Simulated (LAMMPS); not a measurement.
Film growth with the substrate temperature varied; first case: 320 Si atoms arriving one at a time, 3 ps apart with 0.2 eV each, on 1063 Å² of the (001) face of Si (diamond structure) held at 340 K.

Level of theory: classical MD, pair style edip, file Si.edip; code LAMMPS.

| T (K) | crystalline share | film | roughness | height | below the old surface |
|---|---|---|---|---|---|
| 340 | 0.39 | partly crystalline | 1.3 Å | 6.2 Å | 16 of 320 |
| 590 | 0.80 | crystalline | 1.3 Å | 6.3 Å | 23 of 320 |
| 840 | 0.92 | crystalline | 1.1 Å | 6.1 Å | 24 of 320 |
| 1100 | 0.99 | crystalline | 1.1 Å | 6.1 Å | 43 of 320 |

Caution: growth rates of MD are many orders above those of real deposition.

Caution: the (001) face starts bulk-cut, without dimer rows.
